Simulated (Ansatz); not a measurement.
Consider the following.

```
CELL_PARAMETERS angstrom
      0.00000     2.26010     2.26010
      2.26010     0.00000     2.26010
      2.26010     2.26010     0.00000
ATOMIC_POSITIONS crystal
  P  0.75000 0.75000 0.75000
  B  0.00000 0.00000 0.00000
```

No spin polarisation.

All numbers come from PBEsol (Ansatz, an electronic-structure program, PAW, no spin-orbit coupling). Settings: 13×13×13 k-points, 0.05 eV Fermi–Dirac smearing.

Predict the hole mass (degenerate bands, along [100]).

0.25, 0.25, 0.34 mₑ (at Γ).

Estimate the width of the top valence band.

5.60 eV.

The levels and masses belong to the bands next to the band gap. Masses are band curvatures over ±0.01 Å⁻¹ around the edge. Stability against distortions was not tested. The cell was made from BN by this change: N → P.
